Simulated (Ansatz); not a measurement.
System: Ge₂Sb₂Te₅ (Cm, No. 8, 9 atoms in the cell; start mp-1224407). Method: r²SCAN+SOC (PAW; Ansatz, a quantum-chemistry and plane-wave program).

Run with plane-wave cutoff 560 eV, 6×6×4 k mesh (along the axes of the cell as run), Fermi–Dirac smearing 0.01 eV, PAW data made under PBE.

Cell (relaxed with PBEsol):

```cif
data_Ge2Sb2Te5
_chemical_formula_sum 'Ge2 Sb2 Te5'
_space_group_name_H-M_alt 'P 1'
_space_group_IT_number 1
_cell_length_a 7.36567
_cell_length_b 7.36567
_cell_length_c 9.52646
_cell_angle_alpha 130.619
_cell_angle_beta 130.619
_cell_angle_gamma 48.060
loop_
_space_group_symop_operation_xyz
  'x, y, z'
loop_
_atom_site_label
_atom_site_type_symbol
_atom_site_fract_x
_atom_site_fract_y
_atom_site_fract_z
_atom_site_occupancy
Ge1 Ge 0.49410 0.49410 0.00573 1
Ge2 Ge 0.28137 0.28137 0.19646 1
Sb1 Sb 0.11085 0.11085 0.42698 1
Sb2 Sb 0.89398 0.89398 0.58111 1
Te1 Te 0.41108 0.41108 0.60162 1
Te2 Te 0.21308 0.21308 0.81564 1
Te3 Te 0.00251 0.00251 0.99860 1
Te4 Te 0.79719 0.79719 0.18702 1
Te5 Te 0.59583 0.59583 0.38664 1
```

Q: Predict the band gap, smallest direct gap on the k points sampled and Γ–Γ gap.

A: 
- band gap = 0.02 eV (under three smearing widths, so not firm)
- smallest direct gap on the k points sampled = 0.14 eV
- Γ–Γ gap = 1.47 eV

Note: cell and atoms aren't relaxed at this level (largest force component 0.12 eV/Å, pressure 1.9 GPa).

The computed numbers hold no vibrational or temperature effects.

It cost about 25 core-minutes (a rough figure) of CPU time.

A start named mp-… is a Materials Project structure, which need not be a measured phase.
